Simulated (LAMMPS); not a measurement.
MD of CoAl (CsCl type) at zero pressure, 1024 atoms, as a liquid; each row is its own run.

All values are model results, not measurements: classical MD, pair style meam, file MoCoNiVFeAlCr_2nn.meam, run in LAMMPS.

| T (K) | volume (Å³/atom) |
|---|---|
| 1330 | 13.672 |
| 1710 | 14.241 |
| 1900 | 14.549 |
| 2090 | 14.826 |
| 2380 | 15.309 |
| 2470 | 15.452 |
| 2660 | 15.790 |
| 3040 | 16.494 |

Question: Fit a straight line, y = a + b x, to these rows (x is the first column, y the second) and predict the run at x = 1520.

Answer: Least squares gives a = 11.439 and b = 0.001640. At x = 1520 the fit predicts 13.931 Å³/atom. The run itself gave 13.947 ± 0.005 Å³/atom, so the fit is 0.11 % low.

Caution: a run this short can hold a crystal over, or a liquid under, the potential's own melting point, which these runs don't give.

Caution (row 3040): enthalpy drifts during the constant-pressure average: a transition or slow ageing; fluctuation values are void.
